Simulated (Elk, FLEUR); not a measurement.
An Elk input for a self-consistent single point of ZrS₂ (P-3m1, 3 atoms in the cell) (DFT, PBE, all-electron FP-LAPW, Elk's shipped species files, APW+lo basis with extra local orbitals):

```
tasks
  0

xctype
  20

tforce
  .true.

rgkmax
  8.0

gmaxvr
  18.0

lmaxapw
  10

lmaxo
  8

nxlo
  2

lorbcnd
  .true.

lradstp
  2

nrmtscf
  2.0

rmtscf
  0.97

lmaxi
  4

stype
  0

swidth
  0.0001

avec
    6.9722228510    0.0000002786    0.0000000000
   -3.4861116667    6.0381219705    0.0000000000
    0.0000000000    0.0000000000   11.4103005110

sppath
  './'

atoms
  2   : nspecies
  'Zr.in'   : spfname
  1   : natoms; atposl, bfcmt below
  0.0000000000  0.0000000000  0.0000000000    0.0 0.0 0.0
  'S.in'   : spfname
  2   : natoms; atposl, bfcmt below
  0.6666666667  0.3333333333  0.7620900000    0.0 0.0 0.0
  0.3333333333  0.6666666667  0.2379100000    0.0 0.0 0.0

ngridk
  8 8 5
```

### Question
Write the same calculation as an input for FLEUR.

### Answer
One input that does it (others would too):

Input of the input generator:

```
ZrS2
&input film=f /
6.9722228510 0.0000002786 0.0000000000
-3.4861116667 6.0381219705 0.0000000000
0.0000000000 0.0000000000 11.4103005110
1.0
1.0 1.0 1.0

3
40 0.0000000000 0.0000000000 -0.0000000000
16 0.6666666667 0.3333333333 0.7620900000
16 0.3333333333 0.6666666667 0.2379100000

&comp jspins=1 /
&kpt div1=8 div2=8 div3=5 gamma=t /
&end /
```

```xml
<?xml version="1.0" encoding="UTF-8" standalone="no"?>
<fleurInput fleurInputVersion="0.39">
   <comment>
      ZrS2                                                                                                
   </comment>
   <calculationSetup>
      <cutoffs Kmax="4.5" Gmax="18.0" GmaxXC="18.0" numbands="0"/>
      <scfLoop itmax="100" minDistance="0.00001" maxIterBroyd="99" imix="Anderson" alpha="0.05" precondParam="0.0" spinf="2.0"/>
      <coreElectrons ctail="T" frcor="F" kcrel="0" coretail_lmax="0"/>
      <xcFunctional name="pbe" relativisticCorrections="F"/>
      <magnetism jspins="1"/>
      <soc l_soc="F" theta="0.0" phi="0.0" spav="F"/>
      <expertModes spex="0" secvar="F"/>
      <geometryOptimization l_f="T" forcealpha="1.0" forcemix="BFGS" epsdisp="0.00001" epsforce="0.00001"/>
      <ldaU l_linMix="F" mixParam="0.05" spinf="1.0"/>
   </calculationSetup>
   <cell>
      <bzIntegration valenceElectrons="24.0" mode="hist" fermiSmearingEnergy="0.0001">
         <kPointListSelection listName="default-1"/>
         <!-- k-points included here -->
         <xi:include xmlns:xi="http://www.w3.org/2001/XInclude" href="kpts.xml"> </xi:include>
      </bzIntegration>
      <!-- symmetry operations included here -->
      <xi:include xmlns:xi="http://www.w3.org/2001/XInclude" href="sym.xml"> </xi:include>
      <bulkLattice scale="1.0">
         <bravaisMatrix>
            <row-1>    6.9722228509999997     0.0000002786000000     0.0000000000000000</row-1>
            <row-2>   -3.4861116666999998     6.0381219704999998     0.0000000000000000</row-2>
            <row-3>    0.0000000000000000     0.0000000000000000    11.4103005110000009</row-3>
         </bravaisMatrix>
      </bulkLattice>
   </cell>
   <atomSpecies>
      <species name="Zirconium (Zr)" element="Zr" atomicNumber="40">
         <mtSphere radius="2.63" gridPoints="925" logIncrement="0.014"/>
         <atomicCutoffs lmax="10" lnonsphr="8"/>
         <electronConfig flipSpins="F">
            <coreConfig>(1s1/2) (2s1/2) (2p1/2) (2p3/2) (3s1/2) (3p1/2) (3p3/2) (3d3/2) (3d5/2)</coreConfig>
            <valenceConfig>(4s1/2) (4p1/2) (4p3/2) (5s1/2) (4d3/2) (4d5/2)</valenceConfig>
            <stateOccupation state="(4d3/2)" spinUp="0.4" spinDown="0.4"/>
            <stateOccupation state="(4d5/2)" spinUp="0.6" spinDown="0.6"/>
         </electronConfig>
         <energyParameters s="5" p="5" d="4" f="4"/>
         <lo type="SCLO" l="0" n="4" eDeriv="0"/>
         <lo type="SCLO" l="1" n="4" eDeriv="0"/>
      </species>
      <species name="Sulfur (S)" element="S" atomicNumber="16">
         <mtSphere radius="1.79" gridPoints="631" logIncrement="0.018"/>
         <atomicCutoffs lmax="8" lnonsphr="6"/>
         <electronConfig flipSpins="F">
            <coreConfig>(1s1/2) (2s1/2) (2p1/2) (2p3/2)</coreConfig>
            <valenceConfig>(3s1/2) (3p1/2) (3p3/2)</valenceConfig>
            <stateOccupation state="(3p1/2)" spinUp="0.6666666666667" spinDown="0.6666666666667"/>
            <stateOccupation state="(3p3/2)" spinUp="1.3333333333333" spinDown="1.3333333333333"/>
         </electronConfig>
         <energyParameters s="3" p="3" d="3" f="4"/>
      </species>
   </atomSpecies>
   <atomGroups>
      <atomGroup species="Zirconium (Zr)">
         <relPos label="                   1">.0000000000 .0000000000 .0000000000</relPos>
         <force calculate="T" relaxXYZ="TTT"/>
      </atomGroup>
      <atomGroup species="Sulfur (S)">
         <relPos label="                   2">-1.000/3.000 1.000/3.000 -.2379100000</relPos>
         <relPos label="                   3">1.000/3.000 -1.000/3.000 .2379100000</relPos>
         <force calculate="T" relaxXYZ="TTT"/>
      </atomGroup>
   </atomGroups>
   <output dos="F" band="F" slice="F">
      <checks vchk="F" cdinf="F"/>
      <bandDOS minEnergy="-.5*Htr" maxEnergy="0.5*Htr" sigma="0.015" storeEVData="T"/>
      <vacuumDOS vacdos="F" integ="F" star="F" nstars="0" locx1="0.0" locy1="0.0" locx2="0.0" locy2="0.0" nstm="0" tworkf="0.0"/>
      <unfoldingBand unfoldBand="F" supercellX="1" supercellY="1" supercellZ="1"/>
      <plotting iplot="0" polar="F">
         <plot TwoD="T" vec1="  1.0  0.0  0.0" vec2="  0.0  1.0  0.0" vec3="  0.0  0.0  1.0" zero="  0.0  0.0  0.0" file="plot"/>
      </plotting>
      <chargeDensitySlicing numkpt="0" minEigenval="0.0" maxEigenval="0.0" nnne="0" pallst="F"/>
      <specialOutput eonly="F"/>
      <magneticCircularDichroism mcd="F" energyLo="-10.0" energyUp="0.0"/>
   </output>
  <!-- We include the file relax.xml here to enable relaxations (see documentation) -->
  <xi:include xmlns:xi="http://www.w3.org/2001/XInclude" href="relax.xml"> <xi:fallback/> </xi:include>
</fleurInput>
```

Basis settings and potentials, where a program has them, do not carry over. This input uses DFT, PBE, all-electron FLAPW (FLEUR), scalar-relativistic valence.

The starting cell comes from a database of computed structures (which also holds hypothetical and non-ambient phases and stackings), without a prior relaxation at this level. Its lattice was rescaled by a random factor within 2.5 % of one. For this run, on top of that: lattice scaled by 0.98.
